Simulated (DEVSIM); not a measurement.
Structure: Schottky contact on n-type GaN, at 300 K.

Layer 1 from the left is GaN, thickness (μm) 15.0, Nd (cm⁻³) 1.1e15, τn (s) 1.6e-9, τp (s) 1.6e-9.

Left contact: Schottky, work function 5.23 eV, emission velocity 3.3e6 cm/s. Right contact: ohmic. Voltage is applied to the left contact. Recombination: SRH at mid-gap. Mobility is constant in doping.

Constants are typed, rounded textbook-type inputs, not results; the design itself was drawn at random and stands for no fabricated device. Values at 300 K.

GaN: gap (eV) 3.43, affinity (eV) 4.1, permittivity 9.5, Nc (cm⁻³) 2.3e18, Nv (cm⁻³) 4.6e19, μn (cm²/Vs) 1200, μp (cm²/Vs) 100.

DEVSIM, 1D drift-diffusion, Boltzmann statistics, complete ionisation; no tunnelling, impact ionisation, image-force lowering or self-heating. Metal contacts follow the ideal Schottky-Mott rule: no Fermi-level pinning, no interface dipoles.

Dark forward current:

| |V| (V) | |J| (A/cm²) |
|---|---|
| 0.05 | 6.519e-13 |
| 0.10 | 5.141e-12 |
| 0.15 | 3.605e-11 |
| 0.20 | 2.488e-10 |
| 0.25 | 1.713e-9 |
| 0.30 | 1.178e-8 |
| 0.35 | 8.090e-8 |
| 0.40 | 5.553e-7 |
| 0.45 | 3.806e-6 |
| 0.50 | 2.604e-5 |
| 0.55 | 0.0001778 |
| 0.60 | 0.001210 |
| 0.65 | 0.008178 |
| 0.70 | 0.05428 |
| 0.75 | 0.3339 |
| 0.80 | 1.565 |
| 0.85 | 4.545 |
| 0.90 | 8.975 |
| 0.95 | 14.24 |
| 1.00 | 19.98 |
| 1.05 | 26.01 |
| 1.10 | 32.24 |
| 1.15 | 38.60 |
| 1.20 | 45.06 |
| 1.25 | 51.60 |
| 1.30 | 58.21 |

Task: Work out the local ideality factor n = ΔV / (kT/q · ln(J2/J1)) between the rows 0.15 and 0.20 V, 1.25 and 1.30 V.

Result: kT/q = 25.85 mV. From 0.15 to 0.20 V: ln(2.488e-10/3.605e-11) = 1.932, n = 1.00, near the 1 of diffusion or emission over a barrier. From 1.25 to 1.30 V: ln(58.21/51.60) = 0.121, n = 16.05; the layers' resistance at their doping, Σ W/(qμN) = 0.0071 Ω cm², would take 47 mV of this step of 50 mV.

Task: Estimate the current at 0.40 V for emission alone, J0 = q v N_band exp(−φB/kT), and read the barrier back from the simulated current.

Result: φB = 1.130 eV, N_band = 2.30e18 cm⁻³, J0 = 1.26e-13 A/cm²; J = J0 (exp(qV/kT) − 1) = 6.62e-7 A/cm². The simulation gives 5.55e-7 A/cm²; the estimate lies 19 % above. Read backwards, the simulated current gives an apparent barrier of 1.135 eV. The estimate leaves out transport through the depletion region and minority injection.
